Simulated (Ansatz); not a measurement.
# InP, response to strain

Consider InP in the zinc blende structure (space group F-43m, No. 216; a = 5.827 Å). Axes: x, y, z lie along the cube axes.

Strains are applied to the cell and any free atomic positions relax; under biaxial strain the out-of-plane vector relaxes too.

Method: LDA (Ansatz, a first-principles code, PAW, no spin-orbit coupling).

| biaxial strain, plane normal [111], relaxed out of plane (%) | band gap (eV) |
|---|---|
| 0 | 0.58 |
| 0.42 | ? |
| 0.83 | 0.46 |
| 1.25 | 0.40 |

Problem. Fit E_g = E₀ + Dε (ε in %) to the rows shown and predict the withheld row.

Solution. Least squares on the printed values gives E₀ = 0.58 eV, D = -144 meV per % of strain (largest residual 0.00 eV); this predicts 0.52 eV, and the run gives 0.52 eV, in agreement.

Whether these cells are dynamically stable was not tested.
